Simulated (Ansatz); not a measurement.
Base system: InP in the zinc blende structure (space group F-43m, No. 216).

```yaml
crystal:
  lattice:
    - [0.00000, 2.97976, 2.97976]
    - [2.97976, 0.00000, 2.97976]
    - [2.97976, 2.97976, 0.00000]
  atoms:
    - { symbol: In, position: [0.00000, 0.00000, 0.00000] }
    - { symbol: P, position: [0.25000, 0.25000, 0.25000] }
```

Cartesian axes are those of the cell as printed.

Method: PBE (Ansatz, a program for electronic structure; PAW; 420 eV plane waves; no spin-orbit coupling).

One thing is altered: an isotropic linear strain of +1.50 %; the atoms relax in the strained cell.

Task: Predict the stress tensor and what it implies for the stiffness.

Result: Stress of the strained cell less that of the base (GPa, compression positive):
```
  -2.38    0.00    0.00
   0.00   -2.38    0.00
   0.00    0.00   -2.38
```

Then B = −ΔP/(ΔV/V₀) with ΔV/V₀ = 0.0457 gives secant stiffness values (nonlinear terms included at this strain): B ≈ 52 GPa.

As a check, the harmonic strain energy −½ V₀ Δσ:ε is 8.9 meV/atom; the computed energy rise is 9.4 meV/atom.

Stability against distortions was not tested.
